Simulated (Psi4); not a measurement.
Psi4 1.11, TPSS/def2-svp: Hf(F)3(Cl)(NH3) ([NH3]->[Hf]([F])([F])([F])[Cl]), 9 atoms. The geometry is a generated start, not checked to be a minimum at this level.

```
Item                                                 Result
--------------------------  -------------------------------
task                                                 energy
method                                                 tpss
basis                                              def2-svp
memory                                                 3 GB
maxiter                                                 100
keys of the molecule block                      symmetry c1
scf_type                                       df (default)
e_convergence                               1e-06 (default)
d_convergence                               1e-06 (default)
dft_radial_points                              75 (default)
dft_spherical_points                          302 (default)
effective core potentials   those of the basis set, past Kr
basis functions                                         121
grid points                                          194523
```

```xyz
9

Hf    -0.0782     0.6730     0.8089
F      1.7665     0.6791     0.5932
F     -0.2366     1.8692     2.2144
F     -1.0804     1.5697    -0.4719
Cl    -0.9931    -1.1292     1.8011
N      0.1284    -0.7547    -1.0229
H      0.4517    -1.6805    -0.7346
H      0.8068    -0.3635    -1.6803
H     -0.7652    -0.8631    -1.5079
```

Charge 0 and multiplicity 1 are set for this test and not shown to be the ground state.

With the defaults (diis = true, scf_initial_accelerator = adiis, damping_percentage = 0, guess = auto, which took SAD, diis_max_vecs = 10, level_shift = 0, level_shift_cutoff = 0.01, diis_start = 1) it converges in 10 SCF iterations. One run each on 2 threads, with these changes:
- damping_percentage = 20
- guess = sapgau
- diis = false, scf_initial_accelerator = none, damping_percentage = 60
- level_shift = 0.1, level_shift_cutoff = 0.001
- diis_start = 4
- guess = sadno
- guess = modhuckel
- diis_max_vecs = 20
- guess = huckel

Name the settings that don't reach the solution of the defaults.

No convergence: diis = false, scf_initial_accelerator = none, damping_percentage = 60 (the run ends without SCF convergence in 100 iterations). The rest reach the solution of the defaults.

```tsv
setting	SCF iterations	end
the defaults	10	same solution
diis_max_vecs = 20	10	same solution
level_shift = 0.1, level_shift_cutoff = 0.001	10	same solution
guess = sadno	11	same solution
guess = modhuckel	12	same solution
guess = huckel	12	same solution
guess = sapgau	18	same solution
diis_start = 4	18	same solution
damping_percentage = 20	19	same solution
diis = false, scf_initial_accelerator = none, damping_percentage = 60	100	no convergence
```
